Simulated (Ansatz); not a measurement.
The parent structure is CdS in the zinc blende structure (space group F-43m, No. 216; a = 5.8791 Å). Axes: x, y, z lie along the cube axes.

Calculations: DFT with r2SCAN, PAW potentials and a 500 eV plane-wave cutoff in Ansatz (a program for electronic structure), no SOC, earlier PAW set.

Base values:

```
Item                                        Result
-----------------------------  -------------------
Valence-band top at Γ          0.00, 0.00, 0.00 eV
Band gap                                   1.54 eV
Shortest interatomic distance              2.546 Å
```

It is then changed as follows: a free-standing slab of 2 layers (4 atoms, 2 a layer) is cut normal to [110], with 15 Å of vacuum and the in-plane cell held at bulk.

### Question
Estimate the effect on the valence-band top at Γ, band gap, gap character, excess energy per area of both faces and shortest interatomic distance.

### Answer
The valence-band top at Γ (three highest levels, from the VBM) changes from 0.00, 0.00, 0.00 eV to 0.00, -0.70, -1.07 eV; the band gap rises by 0.93 eV to 2.47 eV; the gap character comes out as direct at Γ; the excess energy per area of both faces (slab less bulk energy over the cell's area: twice a surface energy) comes out as 0.79 J/m²; the shortest interatomic distance decreases by 0.085 Å, from 2.546 Å to 2.461 Å.

The excess energy carries the mismatch between the slab's and the bulk's meshes. No phonon test of stability was made. Labels are those of the standard path for the cell's own space group.
